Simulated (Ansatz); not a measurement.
System: CsCl-type NiAl. Method: r²SCAN (Ansatz, a first-principles code, PAW).

Run with plane-wave cutoff 560 eV, 20×20×20 k mesh, Fermi–Dirac smearing 0.05 eV, no spin polarisation, scalar-relativistic PAW data made under PBE.

Results at a series of volumes:

```tsv
V (Å³/atom)	E − E_lowest (meV/atom)
11.032	25.95
11.267	11.12
11.501	2.68
11.736	0.00
11.971	2.49
12.206	9.62
12.440	20.94
```

**Question.** Fit the third-order Birch–Murnaghan equation and give B0 and B′.

**Answer.** V0 = 11.736 Å³/atom, B0 = 176 GPa, B′ = 4.3 (fit to the energies at full precision).

Measured, for comparison: bulk modulus 156 GPa (room temperature, no zero-point or thermal correction; as tabulated in Yamada et al. (2019), arXiv:1910.09660); equilibrium volume per atom 11.97 Å³/atom (extrapolated to 0 K, zero-point anharmonic expansion removed (Haas, Tran, Blaha 2009); as tabulated in Levämäki et al. (2014), arXiv:1402.3671). Computed (rounded) less measured: bulk modulus +13 %, equilibrium volume per atom -1.9 %.
